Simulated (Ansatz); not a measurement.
The starting structures come from a database of crystals and need not be the phases stable at ambient conditions.

 Where the default PAW files enter, the runs use the earlier of Ansatz's two default sets.

The decay constant κ of evanescent states in the gap governs leakage through a thin film.

Consider the following.

```
AlP
1.0
    3.86348     0.00000     0.00000
    0.00000     6.34144     0.00000
    1.93174     0.00000     3.34587
Al P
2 2
Cartesian
  1.93174   6.34100   1.11529
  3.86348   3.17028   2.23058
  1.93174   3.96384   1.11529
  3.86348   0.79312   2.23058
```

Space group of this cell: P6_3mc, wurtzite. The cell is taken as given.

Transport runs along the normal of the first two printed cell vectors, the (100) plane of the conventional cell.

The gap is the functional's own, uncorrected, and κ follows it; spin-orbit coupling is left out. Mid-gap values are interpolated between the computed energies.

Task: Estimate the band gap and the smallest decay constant κ at mid-gap that PBEsol in Ansatz (a program for electronic structure) returns for this system.

Result: Gap 1.83 eV on a 10×6×10 mesh; κ = 0.173 1/Å, at the zone centre.
